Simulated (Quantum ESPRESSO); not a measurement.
σxx against uniaxial strain in cubic perovskite BaHfO3 (space group 221): C11 (Quantum ESPRESSO, PBEsol)

```xyz
5
Lattice="4.0950 0.0000 0.0000 0.0000 4.1573 0.0000 0.0000 0.0000 4.1573" Properties=species:S:1:pos:R:3 pbc="T T T"
Ba     0.0000     0.0000     0.0000
Hf     2.0475     2.0787     2.0787
O      2.0475     0.0000     2.0787
O      0.0000     2.0787     2.0787
O      2.0475     2.0787     0.0000
```

Computed with PBEsol, GBRV 1.5 ultrasoft (PBESOL) pseudopotentials (plane waves; Quantum ESPRESSO). Settings: ecutwfc = 52 Ry; ecutrho = 416 Ry; occupations = smearing; smearing = fd; degauss = 0.000734986 Ry; potentials = {Ba: ba_pbesol_v1.uspp.F.UPF, Hf: hf_pbesol_v1.uspp.F.UPF, O: o_pbesol_v1.2.uspp.F.UPF}; K_POINTS = automatic 10 10 10 0 0 0; conv_thr = 1e-10 Ry; mixing_beta = 0.7. The cell above is the first row's. The rows stretch one cube axis (x) by the strain ε and hold the other two. Stress is positive in tension. In all rows fractional positions and the k mesh are held.

```
ε (%)  σxx (GPa)
-----  ---------
-1.5           ?
-1.0       -3.46
-0.5       -1.58
0.0         0.20
0.5         1.88
1.0         3.48
1.5         4.99
2.0         6.42
```

Using a parabola, estimate the missing σxx at ε = -1.5 from the other rows, showing the fit.

Least squares gives σxx = 0.194 + 3.4690·ε - 0.1790·ε². Residuals (row less fit): -0.006, 0.005, 0.006, -0.004, -0.004, -0.005, 0.004; standard error 0.006 (degrees of freedom: 4). The slope at ε = 0, 3.4690 GPa per cent, gives C11 ≈ 100 × 3.4690 = 347 GPa, for the static lattice. At the withheld row, σxx = 0.194 + 3.4690 × (-1.5) - 0.1790 × (-1.5)² = -5.412 GPa. The calculation gives -5.44 GPa, 0.028 GPa below the prediction (0.2 % of the range of σxx in the table). The row lies outside the fitted rows, so this is an extrapolation. From the scatter of the fitted rows alone, a prediction at this place has a standard error of 0.012 GPa, so the miss is 2.3 times that.

Carrying the step between the two nearest rows on in a straight line would have given -5.34, off by 0.10; series whose last step already gives the withheld value aren't shown. The reference cell has the volume at which an earlier scan in this program and functional put its minimum by a fit. The runs keep the symmetry of the cell, so they don't test it for distortions. The unstrained cell stands at a pressure of -0.20 GPa, and the constants belong to that pressure. By symmetry this strain leaves no force on the atoms; the largest in the rows is 0.000 eV/Å. Spin-orbit coupling is off. Cutoffs and mesh are single choices, not tested for convergence of this quantity. Series with a scatter that would blur these digits, or in which a gap closes, are not shown. Strain series were run only where this level's volume lies within 10 % of a first guess from the measured size.
